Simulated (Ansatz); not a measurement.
**Ansatz (a first-principles code) run on CuAu (P4/mmm, 2 atoms in the cell): self-consistent single point**

Method of the run: PBE (plane waves, PAW; Ansatz).

Input:

Ansatz 0.2 input:
```yaml
crystal:
  lattice:
    - [2.780288, 0.000000, 0.000000]
    - [0.000000, 2.780288, 0.000000]
    - [0.000000, 0.000000, 3.493144]
  atoms:
    - { symbol: Cu, position: [0.500000, 0.500000, 0.500000] }
    - { symbol: Au, position: [0.000000, 0.000000, 0.000000] }
basis:
  ecutwfc: 420.0
kpoints:
  mp_grid: { grid: [16, 16, 12] }
hamiltonian:
  xc: pbe
  pseudopotentials: { kind: paw }
scf:
  occupations: { method: gaussian, width: 0.136 }
output:
  forces: true
  eigenvalues: true
  stress: true
```

Log, with long lists cut:

```
WARN ansatz: RAYON_NUM_THREADS=1 ignored (pool sized by the plan → 1); use --threads N
Pseudopotentials: kind: paw
Pseudopotential: Cu, paw, valence charge 19
Pseudopotential: Au, paw, valence charge 19
Crystal: 2 atoms, lattice volume = 27.002 Å³
Basis set: ecut = 420 eV, 535 PW (Γ), exchange–correlation on 40×40×48 points (8 copies of the dense FFT grid, shifted against one another)
Bands: 23, of which v1, the nominal top of the filled ones, is band 19 counted from 1 (18 counted from 0)
Symmetry: 16 space group operations
Space group: P4/mmm (ITA 123), of the structure as read, at distance tolerance 3.0e-5 Å
k-points: 315 of 3072
Initial density: superposition of atomic densities (neutral atoms: chi_scale 0, normalization atom), corrected by the library's trained network
Initial wavefunctions: pseudopotential atomic-orbital guess
Eigensolver: davidson
Functional: x = pbe(κ = 0.804, μ = 0.2195149727645171), c = pbe(β = 0.06672455060314922)
SCF iter   1: F=—  HF=-19774.443451 eV  |F-HF|=—  |Δ(HF+E_count)|=         —  Δρ=2.54e-3  dr2=1.78e-3  ethr=1.77e-3  ⟨swp⟩=5.0  Hψ=26853  notcnv=0
all-band conjugate gradients solve this SCF's bands
preconditioner: auto → none
SCF iter   2: F=—  HF=-19774.443812 eV  |F-HF|=—  |Δ(HF+E_count)|=   3.61e-4  Δρ=1.59e-3  dr2=8.56e-4  ethr=4.69e-6  ⟨swp⟩=2.1  Hψ=13856  notcnv=0
SCF iter   3: F=—  HF=-19774.443752 eV  |F-HF|=—  |Δ(HF+E_count)|=   5.97e-5  Δρ=3.26e-4  dr2=1.86e-5  ethr=2.25e-6  ⟨swp⟩=2.4  Hψ=10246  notcnv=0
SCF iter   4: F=—  HF=-19774.443748 eV  |F-HF|=—  |Δ(HF+E_count)|=   4.09e-6  Δρ=1.51e-4  dr2=2.37e-6  ethr=4.90e-8  ⟨swp⟩=2.0  Hψ=12684  notcnv=0
iter 5 did not close the SCF: its close was put off for the readings that it lacked (scf_convergence_deferred on its scf_iter line)
SCF iter   5: F=-19774.443749 eV  HF=-19774.443749 eV  |F-HF|=5.46e-8  |Δ(HF+E_count)|=   3.07e-7  Δρ=2.45e-5  dr2=4.47e-8  ethr=6.23e-9  ⟨swp⟩=2.0  Hψ=10183  notcnv=0
SCF iter   6: F=-19774.443749 eV  HF=-19774.443749 eV  |F-HF|=2.18e-9  |Δ(HF+E_count)|=   8.16e-8  Δρ=5.48e-6  dr2=5.57e-9  ethr=1.18e-10  ⟨swp⟩=2.5  Hψ=25635  notcnv=0
SCF 1 converged in 6 iterations: F = -19774.443749 eV  dr2 = 5.57e-9
SCF converged after 6 iterations
Free energy (F): -19774.443749 eV
Harris-Foulkes:  -19774.443749 eV  (|F-HF|=2.18e-9)
Internal energy: -19774.438899 eV  (E = F + TS)
E sigma→0 (E₀):  -19774.441324 eV
Entropy (-TS):   -0.004850 eV (-2.425 meV/atom)
Fermi energy:    20.976748 eV
--- Per-component energies (eV) ---
  E_band       = -493.793368
  E_kinetic    = 907.562714
  E_local      = -5648.885423  (includes V_loc(G=0)·N_el)
  E_nonlocal   = 467.174409
  E_hartree    = 2496.086975
  E_xc         = -319.067609
  E_vxc        = -392.907329  (∫ρ·V_xc dr)
  E_paw        = -11372.496839  (= ΣΔE_a)
  E_vpaw       = -818.914397  (= ΣTr[D̂ρ^β])
  E_aug_tail   = 0.001630  (compensation charges beyond the density's cutoff)
  E_ewald      = -6304.814757
  E_smearing   = -0.004850  (= −TS)
  E_closure    = 0.000000  (closes the sum)
  Σ components = -19774.443749   (vs F -19774.443749, Δ=0.00e0)
--- Forces (eV/Å), atoms counted from 1 ---
  atom   1  Cu     0.00000000     0.00000000     0.00000000
  atom   2  Au    -0.00000000     0.00000000     0.00000000
  max |Σ_I F_I| component: 9.82e-29 eV/Å
--- Stress (GPa, compression-positive) ---
       19.833436       0.000000       0.000000
        0.000000      19.833436       0.000000
        0.000000       0.000000      19.624725
  P = ⅓ Tr σ = 19.7639 GPa (197.639 kbar)
  The stress holds the Pulay correction. Without it, at fixed plane waves, as pw.x and ABINIT print it: P = 19.6574 GPa
--- Band table (eV; the first three rows and the last of 315) ---
  k-point 0: bands = ["-91.5566", "-85.1476", "-48.9517", "-48.9317", "-48.9317", "-36.5773", "-36.5166", "-36.5166", "10.4266", "13.7970", "13.9226", "16.5087", "16.5087", "17.5948", "17.9539", "18.7128", "19.1740", "19.4255", "19.4255", "23.5867", [...]
  k-point 1: bands = ["-91.5566", "-85.1475", "-48.9517", "-48.9317", "-48.9317", "-36.5781", "-36.5166", "-36.5166", "10.5238", "13.8189", "13.9611", "16.5260", "16.5260", "17.6140", "17.9208", "18.6888", "19.1517", "19.3548", "19.3548", "23.0082", [...]
  k-point 2: bands = ["-91.5566", "-85.1475", "-48.9518", "-48.9316", "-48.9316", "-36.5803", "-36.5165", "-36.5165", "10.8073", "13.8806", "14.0704", "16.5771", "16.5771", "17.6693", "17.8286", "18.6176", "19.0880", "19.1630", "19.1630", "21.7271", [...]
  k-point 314: bands = ["-91.5538", "-85.1331", "-48.9506", "-48.9506", "-48.9487", "-36.6788", "-36.6788", "-36.5560", "13.8291", "14.6689", "14.6689", "17.0809", "17.3958", "17.3958", "17.7102", "18.6292", "19.1265", "19.1779", "26.3633", [...]
```

The run converged in 6 iterations.

The starting cell comes from a database of computed structures (which also holds hypothetical and non-ambient phases and stackings), without a prior relaxation at this level. Its lattice was rescaled by a random factor within 2.5 % of one. Spin-orbit coupling is off. Spin polarisation is off. With a pressure of about 20 GPa the cell is away from its equilibrium volume at this level. Ansatz's pressure includes its estimate of the finite-basis (Pulay) stress.
